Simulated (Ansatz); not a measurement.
The reference is ZnS in the zinc blende structure (space group F-43m, No. 216).

```
ZnS
1.0
    0.00000     2.64841     2.64841
    2.64841     0.00000     2.64841
    2.64841     2.64841     0.00000
Zn S
1 1
Direct
  0.00000   0.00000   0.00000
  0.75000   0.75000   0.75000
```

Cartesian axes are those of the cell as printed.

Level of theory: Ansatz (a program for electronic structure) LDA, without spin-orbit coupling.

Strains are applied to the cell and any free atomic positions relax; under biaxial strain the out-of-plane vector relaxes too.

One change was made to it. Results:

| quantity | base | after |
|---|---|---|
| valence-band top at Γ (three highest levels, from the VBM) | 0.00, 0.00, 0.00 eV | 0.00, -0.12, -0.12 eV |
| volume per atom | 18.58 Å³ | 18.78 Å³ |
| energy relative to the base (free energy F) | 0 meV/atom | +2.6 meV/atom |
| band gap | 2.13 eV | 2.00 eV |

**Question.** Which of these changes matches the shifts?
A. biaxial strain +1.50 %, plane normal [001], relaxed out of plane
B. biaxial strain −2.00 %, plane normal [001], relaxed out of plane
C. biaxial strain +0.50 %, plane normal [001], relaxed out of plane

**Answer.** A, biaxial strain +1.50 %, plane normal [001], relaxed out of plane. For comparison, the band gap in the other runs: biaxial strain +0.50 %, plane normal [001], relaxed out of plane gives 2.08 eV; biaxial strain −2.00 %, plane normal [001], relaxed out of plane gives 2.14 eV.

Whether these cells are dynamically stable was not tested.
